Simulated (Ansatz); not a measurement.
Input and output of a self-consistent single point for CsH3O2 (Amm2, 6 atoms in the cell) (Ansatz, a program for electronic structure).

Level of theory: LDA (PW92), default PAW files made with PBE (plane waves; Ansatz).

The change in words: lattice scaled by 0.98; kpoints.mp_grid.grid: 6 6 6 → 5 6 6. Reference geometry:
```yaml
crystal:
  lattice:
    - [4.27148, 0.00000, 0.00000]
    - [0.00000, 2.22366, 4.04368]
    - [0.00000, -2.22366, 4.04368]
  atoms:
    - { symbol: Cs, position: [0.00000, 0.99151, 0.99151] }
    - { symbol: H, position: [0.50000, 0.55847, 0.55847] }
    - { symbol: H, position: [0.50000, 0.07118, 0.45270] }
    - { symbol: H, position: [0.50000, 0.45270, 0.07118] }
    - { symbol: O, position: [0.50000, 0.67951, 0.67951] }
    - { symbol: O, position: [0.50000, 0.33406, 0.33406] }
```

Reference input (self-consistent single point, DFT, LDA (PW92), plane waves, default PAW files made with PBE): basis.ecutwfc = 420 eV; kpoints.mp_grid.grid = 6 6 6; hamiltonian.xc = lda; hamiltonian.pseudopotentials = {kind: paw} (the program's default PAW files); scf.occupations.method = fixed. This run's input differs from it in these lines:

Ansatz 0.2 input:
```diff
@@ -2,5 +2,5 @@
   lattice:
-    - [4.27148100, 0.00000000, 0.00000000]
-    - [0.00000000, 2.22366300, 4.04367800]
-    - [0.00000000, -2.22366300, 4.04367800]
+    - [4.18605100, 0.00000000, 0.00000000]
+    - [0.00000000, 2.17919000, 3.96280400]
+    - [0.00000000, -2.17919000, 3.96280400]
   atoms:
@@ -15,3 +15,3 @@
 kpoints:
-  mp_grid: { grid: [6, 6, 6] }
+  mp_grid: { grid: [5, 6, 6] }
 hamiltonian:
```

Output (repeated stretches shortened):

```
SCF iter   1: F=—  HF=-6665.000378 eV  |F-HF|=—  |Δ(HF+E_count)|=         —  Δρ=9.22e-3  dr2=5.61e-2  ethr=1.77e-3  ⟨swp⟩=4.1  Hψ=3404  notcnv=0  defer=147
all-band conjugate gradients solve this SCF's bands
preconditioner: auto → Resta (q_TF=auto, 2.270 Å⁻¹)
SCF iter   2: F=—  HF=-6664.984289 eV  |F-HF|=—  |Δ(HF+E_count)|=   1.61e-2  Δρ=4.16e-3  dr2=7.14e-3  ethr=2.34e-4  ⟨swp⟩=2.9  Hψ=1525  notcnv=0  defer=156
   [... lines left out ...]
SCF iter   4: F=—  HF=-6664.981322 eV  |F-HF|=—  |Δ(HF+E_count)|=   6.20e-4  Δρ=5.23e-4  dr2=1.56e-4  ethr=8.54e-6  ⟨swp⟩=2.6  Hψ=1134  notcnv=0  defer=156
SCF iter   5: F=—  HF=-6664.981301 eV  |F-HF|=—  |Δ(HF+E_count)|=   2.17e-5  Δρ=2.14e-4  dr2=2.38e-5  ethr=6.51e-7  ⟨swp⟩=2.3  Hψ=1097  notcnv=0  defer=103
SCF iter   6: F=—  HF=-6664.981304 eV  |F-HF|=—  |Δ(HF+E_count)|=   2.81e-6  Δρ=3.96e-5  dr2=1.40e-6  ethr=9.93e-8  ⟨swp⟩=2.6  Hψ=1072  notcnv=0  defer=58
SCF iter   7: F=-6664.981304 eV  HF=-6664.981304 eV  |F-HF|=2.20e-9  |Δ(HF+E_count)|=   2.58e-7  Δρ=6.66e-6  dr2=3.11e-8  ethr=4.17e-10  ⟨swp⟩=9.9  Hψ=4685  notcnv=0
SCF 1 converged in 7 iterations: F = -6664.981304 eV  dr2 = 3.11e-8
Free energy (F): -6664.981304 eV
Internal energy: -6664.981304 eV  (E = F + TS)
E sigma→0 (E₀):  -6664.981304 eV
Fermi energy:    3.373824 eV
--- Forces (eV/Å), atoms counted from 1 ---
  atom   1  Cs    -0.00000000    -0.00000000    -0.08620852
  atom   2  H     -0.00000000    -0.00000000    -1.39853442
  atom   3  H     -0.00000000    -0.96044293    -0.51319438
  atom   4  H     -0.00000000     0.96044293    -0.51319438
  atom   5  O      0.00000000    -0.00000000     1.23141177
  atom   6  O      0.00000000     0.00000000     1.27971823
--- Stress (GPa, compression-positive) ---
       -1.357401      -0.000000       0.000000
       -0.000000       2.641616      -0.000000
        0.000000      -0.000000       2.732608
  P = ⅓ Tr σ = 1.3389 GPa (13.389 kbar)
  The stress holds the Pulay correction. Without it, at fixed plane waves, as pw.x and ABINIT print it: P = 0.7313 GPa
```

The run converged in 7 iterations. Against the reference run the free energy goes down by 2.4 meV/atom, the pressure goes from -2.18 to 1.34 GPa, the largest force goes from 0.479 to 1.399 eV/Å and the gap on the mesh goes from 4.015 to 4.299 eV.

The starting cell comes from a database of computed structures (which also holds hypothetical and non-ambient phases and stackings), without a prior relaxation at this level. Its lattice was rescaled by up to half a per cent. One atom was moved a little off its site on purpose. For this run, on top of that: lattice scaled by 0.98. Forces in this geometry exceed 1 eV/Å. Ansatz's pressure includes its estimate of the finite-basis (Pulay) stress. Without the estimate this run gives 0.73 GPa.
